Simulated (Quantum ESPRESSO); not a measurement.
Density of states of IrO2 (P4_2/mnm, 6 atoms in the cell).

```yaml
crystal:
  lattice:
    - [4.53324, 0.00000, 0.00000]
    - [0.00000, 4.53324, 0.00000]
    - [0.00000, 0.00000, 3.19641]
  atoms:
    - { symbol: Ir, position: [0.50000, 0.50000, 0.50000] }
    - { symbol: Ir, position: [0.00000, 0.00000, 0.00000] }
    - { symbol: O, position: [0.69134, 0.69134, 0.00000] }
    - { symbol: O, position: [0.30866, 0.30866, 0.00000] }
    - { symbol: O, position: [0.80866, 0.19134, 0.50000] }
    - { symbol: O, position: [0.19134, 0.80866, 0.50000] }
```

Computed with PBE, GBRV 1.5 ultrasoft (PBE) pseudopotentials (plane waves; Quantum ESPRESSO).

SCF settings: ecutwfc = 40 Ry; ecutrho = 320 Ry; occupations = smearing; smearing = gaussian; degauss = 0.0036749 Ry; potentials = {Ir: ir_pbe_v1.2.uspp.F.UPF, O: o_pbe_v1.2.uspp.F.UPF}; K_POINTS = automatic 6 6 8 0 0 0; conv_thr = 1e-09 Ry. Keys of the DOS step: nscf.calculation = nscf; nscf.verbosity = high; nscf.occupations = tetrahedra_opt; nscf.nbnd = 36; nscf.startingwfc = random; nscf.diago_thr_init = 1e-06; nscf.diagonalization = cg; nscf.K_POINTS = automatic 12 12 16 0 0 0; dos.x.fildos = dos.dat; dos.x.Emin = -15 eV; dos.x.Emax = 30 eV; dos.x.DeltaE = 0.05 eV; dos.x.ngauss = 0; dos.x.degauss = 0.005 Ry.

The starting cell comes from a database of computed structures (which also holds hypothetical and non-ambient phases and stackings), without a prior relaxation at this level. Its lattice was rescaled by a random factor within 2.5 % of one. Spin-orbit coupling is off. Spin polarisation is off.

Total DOS (both spins), as means of the tabulated values in each energy bin; the zero is the program's Fermi level or highest filled level, and the curve is cut to this window:

(E (eV), states/eV/cell): (-7.80, 8.03); (-7.40, 3.76); (-7.00, 2.20); (-6.60, 3.15); (-6.20, 2.98); (-5.80, 3.24); (-5.40, 5.45); (-5.00, 5.10); (-4.60, 4.81); (-4.20, 3.76); (-3.80, 3.18); (-3.40, 3.02); (-3.00, 1.89); (-2.60, 0.83); (-2.20, 2.85); (-1.80, 7.42); (-1.40, 5.87); (-1.00, 3.72); (-0.60, 1.78); (-0.20, 3.13); (0.20, 3.25); (0.60, 1.49); (1.00, 1.00); (1.40, 1.56); (1.80, 1.89); (2.20, 2.02); (2.60, 1.98)

Around zero the curve holds about 3.0 states/eV/cell.
